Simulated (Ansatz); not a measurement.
Input:

```yaml
crystal:
  lattice:
    - [0.00000, 4.34572, 4.34572]
    - [4.34572, 0.00000, 4.34572]
    - [4.34572, 4.34572, 0.00000]
  atoms:
    - { symbol: Sn, position: [0.50000, 0.50000, 0.50000] }
    - { symbol: Sn, position: [0.00000, 0.00000, 0.00000] }
    - { symbol: F, position: [0.72886, 0.27114, 0.72886] }
    - { symbol: F, position: [0.27114, 0.72886, 0.27114] }
    - { symbol: F, position: [0.72886, 0.27114, 0.27114] }
    - { symbol: F, position: [0.27114, 0.72886, 0.72886] }
    - { symbol: F, position: [0.72886, 0.72886, 0.27114] }
    - { symbol: F, position: [0.27114, 0.27114, 0.72886] }
```

Calculation: PBEsol, rigid bands (plane waves, PAW, scalar-relativistic; Ansatz, a program for electronic structure). Cell: cell and atoms relaxed with PBEsol.

**Question.** Predict the hole conductivity mass (n e² τ/σ) at 300 K, by direction if it differs.

**Answer.** 1.18 mₑ.

**Question.** Predict the electron conductivity mass (n e² τ/σ) at 300 K, by direction if it differs.

**Answer.** 0.49 mₑ.

**Question.** And the band gap?

**Answer.** 2.72 eV at this level; semilocal functionals usually fall short of the measured gap.

Rigid bands, one relaxation time for all states, no polarons. Spin-orbit coupling is left out; where it splits the top of the valence band it changes the hole mass and lowers the gap by about a third of the splitting.

Computed structure with no diffraction record at hand here (it may be known, metastable or hypothetical): SnF3 (Fm-3m).
